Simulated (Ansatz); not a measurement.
Take KTaO3 in the cubic perovskite structure (space group Pm-3m, No. 221; a = 4.024 Å) as the base.

Level of theory: DFT with PBE, PAW potentials and a 420 eV plane-wave cutoff in Ansatz (a first-principles code), no spin-orbit coupling.

Before the change:

- Band gap = 2.16 eV
- Density = 6.83 g/cm³

Modification: cell and atoms relaxed at a pressure of 1.5 GPa.

Estimate the effect on the band gap.

The band gap goes up by 0.02 eV (2.16 eV → 2.18 eV).

What happens to the density?

The density rises by 0.05 g/cm³ to 6.88 g/cm³.

With Ta present, leaving out spin-orbit coupling can change the band edges. Load acts through the strain it causes; cell and atoms are relaxed under it. No phonon test of stability was made.
